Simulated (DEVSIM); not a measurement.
Device: Schottky contact on n-type Si, at 300 K.

```tsv
layer (left to right)	material	thickness (μm)	Nd (cm⁻³)	τn (s)	τp (s)
1	Si	7.10	1.6e16	0.00073	0.00073
```

Left contact: Schottky, work function 4.65 eV, emission velocity 1.6e6 cm/s. Right contact: ohmic. Voltage is applied to the left contact. Recombination: SRH at mid-gap, Auger. Mobility is constant in doping. Where it depends on doping, it is μmin + (μ − μmin)/(1 + (N/Nref)^α).

This is a model device: material constants are rounded textbook-type values typed into the input, and sizes, dopings and lifetimes were drawn at random. Values at 300 K; Nc and Nv go as T^1.5, mobilities as T to minus their exponent, the gap by Varshni's rule with the affinity fixed. The table also holds parameters that only a changed run uses.

```
parameter               Si
----------------  --------
gap (eV)             1.124
affinity (eV)         4.05
permittivity          11.7
Nc (cm⁻³)          2.86e19
Nv (cm⁻³)           3.1e19
μn (cm²/Vs)           1417
μp (cm²/Vs)            470
μn,min                  52
μp,min                  45
Nref,n              9.7e16
Nref,p              2.2e17
αn                    0.68
αp                    0.72
T exponent of μn       2.3
T exponent of μp       2.2
Cn (cm⁶/s)         2.8e-31
Cp (cm⁶/s)         9.9e-32
Varshni α (eV/K)  0.000473
Varshni β (K)          636
```

DEVSIM, 1D drift-diffusion, Boltzmann statistics, complete ionisation; no tunnelling, impact ionisation, image-force lowering or self-heating. Metal contacts follow the ideal Schottky-Mott rule: no Fermi-level pinning, no interface dipoles.

Base results: potential step across the device at zero bias (V) 0.406; dark forward voltage at 100 A/cm² (V) 0.334; largest field in the device at zero bias (V/cm) 43000; dark forward voltage at 1 A/cm² (V) 0.193.

What follows from this one change: doping Nd of layer 1 1.6e+16 → 1.6e+15 cm^-3?

potential step across the device at zero bias 0.406 → 0.347 V; dark forward voltage at 100 A/cm² 0.334 → 0.513 V; largest field in the device at zero bias 43000 → 13000 V/cm; dark forward voltage at 1 A/cm² 0.193 → 0.197 V.

What follows from this one change: temperature 300 → 350 K?

potential step across the device at zero bias 0.406 → 0.367 V; dark forward voltage at 100 A/cm² 0.334 → 0.288 V; largest field in the device at zero bias little changed (41000 V/cm); dark forward voltage at 1 A/cm² 0.193 → 0.119 V.

What follows from this one change: thickness of layer 1 7.1 → 1.4 μm?

potential step across the device at zero bias little changed (0.406 V); dark forward voltage at 100 A/cm² 0.334 → 0.317 V; largest field in the device at zero bias little changed (43000 V/cm); dark forward voltage at 1 A/cm² little changed (0.192 V).

What follows from this one change: metal work function 4.65 → 4.55 eV?

potential step across the device at zero bias 0.406 → 0.306 V; dark forward voltage at 100 A/cm² 0.334 → 0.234 V; largest field in the device at zero bias 43000 → 37000 V/cm; dark forward voltage at 1 A/cm² 0.193 → 0.094 V.

What follows from this one change: doping-dependent mobility in place of the constant one?

potential step across the device at zero bias little changed (0.406 V); dark forward voltage at 100 A/cm² 0.334 → 0.340 V; largest field in the device at zero bias little changed (43000 V/cm); dark forward voltage at 1 A/cm² little changed (0.193 V).
